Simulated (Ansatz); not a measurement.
Take Ag in the fcc (Cu type) structure (space group Fm-3m, No. 225; a = 4.105 Å; relaxed with 0.1 eV smearing) as the base. Axes: x, y, z lie along the cube axes.

Computed with r2SCAN/PAW in Ansatz (a program for electronic structure), without spin-orbit coupling, earlier PAW set.

Strains are applied to the cell and any free atomic positions relax; under biaxial strain the out-of-plane vector relaxes too.

One change was made to it. Results:

The pressure goes from zero to -0.7 GPa; the energy stays essentially unchanged.

**Question.** Which of these changes matches the shifts?
(A) biaxial strain −3.62 %, plane normal [111], relaxed out of plane
(B) isotropic strain +2.64 %
(C) biaxial strain −1.80 %, plane normal [001], relaxed out of plane
(D) isotropic strain +0.23 %
(E) tensor shear ε_yz = +2.87 %

**Answer.** D, isotropic strain +0.23 %. For comparison, the energy relative to the base in the other runs: biaxial strain −1.80 %, plane normal [001], relaxed out of plane gives +3.3 meV/atom; tensor shear ε_yz = +2.87 % gives +8.2 meV/atom; biaxial strain −3.62 %, plane normal [111], relaxed out of plane gives +30 meV/atom; isotropic strain +2.64 % gives +31 meV/atom.

Stability against distortions was not tested.
